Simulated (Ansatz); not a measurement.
# BP (model structure, started from the CdTe type, P6₄22, No. 181, 6 atoms in the cell)

These are r²SCAN in Ansatz (plane waves, PAW) values and carry that method's errors.

Settings: plane-wave cutoff 560 eV, 12×12×4 k mesh (along the axes of the cell as run), Fermi–Dirac smearing 0.01 eV, scalar-relativistic PAW data made under PBE.

Cell (relaxed at this level):

```
CELL_PARAMETERS angstrom
      3.27648     0.00000     0.00000
     -1.63824     2.83752     0.00000
      0.00000     0.00000     7.00451
ATOMIC_POSITIONS crystal
  B  0.00000 0.49999 0.66667
  B  0.50001 0.50001 0.00000
  B  0.49999 0.00000 0.33333
  P  0.00000 0.49999 0.16667
  P  0.50001 0.50001 0.50000
  P  0.49999 0.00000 0.83333
```

For BP (model structure, started from the CdTe type, P6₄22, No. 181, 6 atoms in the cell), the band gap is 0.23 eV (on the SCF k mesh) and the bulk modulus is 177 GPa.

Note: the bulk modulus is −V dP/dV from two relaxed cells at ±2 % in volume; the relaxation could raise the start's symmetry but not lower it, so the cell can be a saddle point.

The computed numbers hold no vibrational or temperature effects.

It cost around 2.6 core-minutes (rough) of CPU time.

A model structure was made by putting elements into a prototype or built by hand; it is no filed structure, need not be a known phase, and can be a saddle point held by its symmetry.

Ansatz is a quantum-chemistry and plane-wave program.
